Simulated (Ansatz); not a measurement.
Start from BeS in the zinc blende structure (space group F-43m, No. 216).

```yaml
crystal:
  lattice:
    - [0.00000, 2.43431, 2.43431]
    - [2.43431, 0.00000, 2.43431]
    - [2.43431, 2.43431, 0.00000]
  atoms:
    - { symbol: Be, position: [0.00000, 0.00000, 0.00000] }
    - { symbol: S, position: [0.25000, 0.25000, 0.25000] }
```

All numbers come from r2SCAN (Ansatz, a first-principles code; PAW; 500 eV plane waves; without spin-orbit coupling).

Before the change:

| Quantity | Result |
|---|---|
| Smallest direct gap | 6.22 eV |
| Pressure | 0.00 GPa |

Perturbation: every lattice vector is stretched by 2.50 %, atoms relaxed at fixed cell.

Q: What happens to the smallest direct gap and pressure?

A: The smallest direct gap decreases by 0.29 eV to 5.93 eV; the pressure goes from zero to -6.28 GPa.

The cells carry an imposed strain or load. No phonon test of stability was made.
